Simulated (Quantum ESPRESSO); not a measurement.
# Convergence study of the k-point mesh at a smearing width of 0.3 eV for Pb (Fm-3m, 1 atom in the cell)

```xyz
1
Lattice="-2.4676 0.0000 2.4676 0.0000 2.4676 2.4676 -2.4676 2.4676 0.0000" Properties=species:S:1:pos:R:3 pbc="T T T"
Pb     0.0000     0.0000     0.0000
```

Method of the run: PBE, GBRV 1.5 ultrasoft (PBE) pseudopotentials (plane waves; Quantum ESPRESSO 7.5).

Base settings: ecutwfc = 40 Ry; ecutrho = 200 Ry; occupations = smearing; smearing = gaussian; degauss = 0.0073499 Ry; potentials = {Pb: pb_pbe_v1.uspp.F.UPF}; K_POINTS = automatic 12 12 12 0 0 0; conv_thr = 1e-10 Ry.

In this ladder: degauss = 0.02205 Ry.

Only quantities that move along the ladder and can be compared are tabulated.

The count of work is k-points × plane waves × bands × iterations; it is no time. Core times come from one kind of shared machine, to one figure; runs under 30 s give none.

The starting cell has typed, rounded lattice constants, without a prior relaxation at this level. Its lattice was rescaled by up to half a per cent.

```csv
K_POINTS,free energy less the last step's (meV/atom),pressure (GPa),count of work / last,core time / last (rough)
automatic 4 4 4 0 0 0,147.97,2.42,0.014,–
automatic 5 5 5 0 0 0,20.13,2.28,0.018,–
automatic 6 6 6 0 0 0,89.25,3.87,0.024,–
automatic 7 7 7 0 0 0,-5.87,3.17,0.036,–
automatic 9 9 9 0 0 0,-13.36,2.62,0.062,–
automatic 10 10 10 0 0 0,1.92,2.64,0.084,–
automatic 13 13 13 0 0 0,1.19,2.79,0.15,–
automatic 15 15 15 0 0 0,-0.70,2.76,0.21,–
automatic 18 18 18 0 0 0,0.87,2.78,0.35,0.3
automatic 22 22 22 0 0 0,0.02,2.77,0.59,0.5
automatic 27 27 27 0 0 0,0.00,2.77,1.0,1
```

Coarsest K_POINTS that holds the free energy within 0.5 meV/atom of the last step, with all finer ones: automatic 22 22 22 0 0 0; the step before is off by 0.87 meV/atom.

Coarsest K_POINTS that holds the pressure within 1 GPa of the last step, with all finer ones: automatic 7 7 7 0 0 0, at 0.036 of the last step's count of work; the step before is off by 1.1 GPa.
